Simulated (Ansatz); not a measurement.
We consider Ba2Ti2N3F3 (model structure, P-4m2, No. 115, 10 atoms in the cell), described by r²SCAN+SOC in Ansatz (plane waves, PAW).

Settings: plane-wave cutoff 560 eV, 8×8×4 k mesh (along the axes of the cell as run), Fermi–Dirac smearing 0.01 eV, PAW data made under PBE.

Cell (relaxed with PBEsol):

```yaml
crystal:
  lattice:
    - [4.02070, 0.00000, 0.00000]
    - [0.00000, 4.02070, 0.00000]
    - [0.00000, 0.00000, 8.37215]
  atoms:
    - { symbol: Ba, position: [0.50000, 0.50000, 0.00000] }
    - { symbol: Ti, position: [0.00000, 0.00000, 0.72416] }
    - { symbol: F, position: [0.50000, 0.00000, 0.76640] }
    - { symbol: N, position: [0.00000, 0.50000, 0.75105] }
    - { symbol: F, position: [0.00000, 0.00000, 0.00000] }
    - { symbol: Ba, position: [0.50000, 0.50000, 0.50000] }
    - { symbol: Ti, position: [0.00000, 0.00000, 0.27584] }
    - { symbol: N, position: [0.50000, 0.00000, 0.24895] }
    - { symbol: F, position: [0.00000, 0.50000, 0.23360] }
    - { symbol: N, position: [0.00000, 0.00000, 0.50000] }
```

What does this level give for the band gap and smallest direct gap on the k points sampled?


band gap: 1.61 eV (indirect)
smallest direct gap on the k points sampled: 1.67 eV

Note: the relaxation could raise the start's symmetry but not lower it, so the cell can be a saddle point; cell and atoms aren't relaxed at this level (largest force component 0.04 eV/Å, pressure 2.8 GPa).

Static lattice: no zero-point or thermal effects.

It cost roughly 19 core-minutes of CPU time.

A model structure was made by putting elements into a prototype or built by hand; it is no filed structure, need not be a known phase, and can be a saddle point held by its symmetry.

Ansatz is a quantum-chemistry and plane-wave program.
